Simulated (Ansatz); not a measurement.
## A constructed model of the (100) surface of fcc Ni, ferromagnetic, a layer of Sn in place of the second plane (bottom of the slab: a bare face, its two planes held)

Computed with PBE (plane waves to 420 eV, PAW; Ansatz, a first-principles code).

Model: 6-atom slab, 9.0 Å thick at the start (thin: gaps and levels are the slab's own), 15x15x1 mesh, Fermi-Dirac 0.1 eV, dipole correction, 2 atoms held, the rest relaxed; symmetry of the start imposed; spin-polarised, ending with about 2.3 μB a cell; orders that need a larger cell were not tried, no spin-orbit, no U. It is one candidate, not shown to be the stable structure of the face.

work function of the top face: 5.09 eV
energy released by relaxation: 0.28 eV
magnetic moment of the cell: 2.25 μB
cost: around 5 core-minutes (rough)
